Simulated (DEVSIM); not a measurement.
Device: Schottky contact on n-type Si, at 300 K.

| layer (left to right) | material | thickness (μm) | Nd (cm⁻³) | τn (s) | τp (s) |
|---|---|---|---|---|---|
| 1 | Si | 1.50 | 9.3e15 | 1.3e-6 | 1.3e-6 |

Left contact: Schottky, work function 4.94 eV, emission velocity 7.2e6 cm/s. Right contact: ohmic. Voltage is applied to the left contact. Recombination: SRH at mid-gap. Mobility is μmin + (μ − μmin)/(1 + (N/Nref)^α).

The device is made up for the run: typed textbook-type constants, with dimensions and the other settings drawn at random. Values at 300 K.

| parameter | Si |
|---|---|
| gap (eV) | 1.124 |
| affinity (eV) | 4.05 |
| permittivity | 11.7 |
| Nc (cm⁻³) | 2.86e19 |
| Nv (cm⁻³) | 3.1e19 |
| μn (cm²/Vs) | 1417 |
| μp (cm²/Vs) | 470 |
| μn,min | 52 |
| μp,min | 45 |
| Nref,n | 9.7e16 |
| Nref,p | 2.2e17 |
| αn | 0.68 |
| αp | 0.72 |

DEVSIM, 1D drift-diffusion, Boltzmann statistics, complete ionisation; no tunnelling, impact ionisation, image-force lowering or self-heating. Metal contacts follow the ideal Schottky-Mott rule: no Fermi-level pinning, no interface dipoles.

The thickness of layer 1 was swept, all else fixed.

```csv
thickness of layer 1 (μm),dark forward voltage at 100 A/cm² (V)
0.3,0.572
0.52,0.574
0.9,0.577
1.5,0.581
2.5,0.587
4.5,0.597
7.5,0.615
```

From the first row to the last the dark forward voltage at 100 A/cm² goes from 0.572 to 0.615.
